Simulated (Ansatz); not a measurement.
The starting structures come from a database of crystals and need not be the phases stable at ambient conditions.

By PBEsol, the system below comes out a metal.

Without scattering a metal conducts by its projected Fermi surface.

Given:

```
CELL_PARAMETERS angstrom
      4.89322     0.00000     0.00000
      0.00000    12.60137     0.00000
      2.44661     0.00000     1.41255
ATOMIC_POSITIONS crystal
  Al 0.33333 0.25000 0.00000
  Al 0.66667 0.75000 0.00000
  Cr 0.66667 0.41494 0.00000
  Cr 0.33333 0.58506 0.00000
  Cr 0.33333 0.91494 0.00000
  Cr 0.66667 0.08506 0.00000
  C  0.00000 0.50000 0.00000
  C  0.00000 0.00000 0.00000
```

Space group of this cell: P6_3/mmc. The cell is taken as given; by PBEsol its mean pressure is -3.0 GPa.

The current flows along the normal of the first two printed cell vectors, the (110) plane of the conventional cell. No spin-orbit coupling; the value is a mean over 0.1 eV about the Fermi level.

Task: Give the ballistic conductance per area that PBEsol in Ansatz (a quantum-chemistry and plane-wave program) yields.

Result: 0.89 × 10¹⁵ S/m² for both spins.
